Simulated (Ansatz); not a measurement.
bcc Mo (1 1 0) on diamond (1 1 0) (film strained to the substrate, faces as cut)

A periodic stack without vacuum, bcc Mo (1 1 0) on diamond (1 1 0) (film strained to the substrate, faces as cut): substrate slab C72, film Mo20, surface cells [[-1, 2], [-1, -1]] and [[4, 2], [0, 1]], film strained by -2.1 and -2.1 %, faces C/C and Mo/Mo as cut (like faces can put a slab off its formula).

The start was prepared with a machine-learned potential, and the result is one local minimum, with the in-plane cell held and forces under 0.04 eV/Å; the film can end far from its bulk form.

Method: PBE (plane waves to 420 eV, PAW; Ansatz, an electronic-structure program). No spin–orbit coupling; the runs are not spin-polarised; PBE gaps are too small against experiment. Its k-point mesh 4×6×1, Fermi–Dirac width 0.05 eV.

The interface area is 27.1 Å² and the period is 26.85 Å. The gaps between the outermost planes at the two interfaces is 1.79 and 1.79 Å and the C–Mo contacts across the interfaces within 1.22 times the sum of covalent radii is 22, mean 2.36 Å. The hole barrier (PBE) is 0.48 eV and the electron barrier (PBE) is 3.65 eV.

```
Mo5C18
1.0
    6.18586     0.00035    -0.05485
    0.00025     4.37387     0.05642
   -0.23931     1.07722    26.87068
C Mo
72 20
Direct
  0.89793   0.60472   0.08352
  0.23273   0.27046   0.08326
  0.56589   0.94065   0.08298
  0.98483   0.27491   0.08325
  0.31786   0.94265   0.08241
  0.65074   0.61295   0.08305
  0.22390   0.77702   0.03790
  0.56199   0.45284   0.03792
  0.89404   0.12149   0.03772
  0.31762   0.45929   0.03948
  0.64924   0.13163   0.03710
  0.97890   0.78761   0.03777
  0.57387   0.91049   0.17733
  0.90727   0.57666   0.17742
  0.24058   0.24319   0.17745
  0.65733   0.57745   0.17735
  0.99062   0.24343   0.17743
  0.32406   0.91016   0.17725
  0.90369   0.09194   0.13040
  0.23691   0.75791   0.13013
  0.56989   0.42611   0.13034
  0.98717   0.75903   0.13035
  0.32046   0.42482   0.13050
  0.65357   0.09330   0.13020
  0.24792   0.21285   0.27146
  0.58123   0.87959   0.27142
  0.91459   0.54614   0.27146
  0.33127   0.87958   0.27142
  0.66462   0.54631   0.27144
  0.99792   0.21283   0.27145
  0.57758   0.39499   0.22441
  0.91090   0.06149   0.22443
  0.24424   0.72801   0.22437
  0.66092   0.06174   0.22438
  0.99430   0.72821   0.22442
  0.32763   0.39478   0.22444
  0.92190   0.51532   0.36555
  0.25522   0.18236   0.36552
  0.58854   0.84883   0.36548
  0.00525   0.18211   0.36548
  0.33858   0.84910   0.36554
  0.67194   0.51554   0.36550
  0.25156   0.69757   0.31848
  0.58492   0.36420   0.31847
  0.91824   0.03084   0.31846
  0.33494   0.36430   0.31849
  0.66823   0.03089   0.31846
  0.00161   0.69753   0.31850
  0.59594   0.81780   0.45953
  0.92925   0.48381   0.45975
  0.26216   0.15224   0.45958
  0.67940   0.48484   0.45957
  0.01268   0.15092   0.45940
  0.34586   0.81933   0.45975
  0.92552   0.99992   0.41246
  0.25885   0.66718   0.41260
  0.59222   0.33329   0.41251
  0.00904   0.66678   0.41266
  0.34230   0.33412   0.41258
  0.67556   0.00006   0.41250
  0.26859   0.11920   0.55197
  0.60078   0.78638   0.55234
  0.93065   0.44260   0.55184
  0.35586   0.79706   0.55296
  0.68600   0.45258   0.55205
  0.02426   0.12641   0.55032
  0.59749   0.29979   0.50643
  0.93225   0.96569   0.50661
  0.26554   0.63610   0.50696
  0.68437   0.96981   0.50671
  0.01762   0.63757   0.50746
  0.35037   0.30831   0.50691
  0.04519   0.10633   0.62774
  0.28844   0.59484   0.62816
  0.55266   0.10415   0.61961
  0.78512   0.60738   0.62384
  0.04799   0.57593   0.71114
  0.30063   0.07173   0.71105
  0.54687   0.57398   0.70921
  0.79763   0.07642   0.70973
  0.05661   0.04658   0.79562
  0.30624   0.54585   0.79469
  0.55683   0.04560   0.79399
  0.80692   0.54631   0.79557
  0.06224   0.51953   0.88011
  0.31346   0.01987   0.87820
  0.56524   0.51537   0.87886
  0.81247   0.01605   0.88120
  0.06580   0.99568   0.96618
  0.32379   0.49583   0.96208
  0.56772   0.98562   0.96169
  0.83157   0.48887   0.97050
```
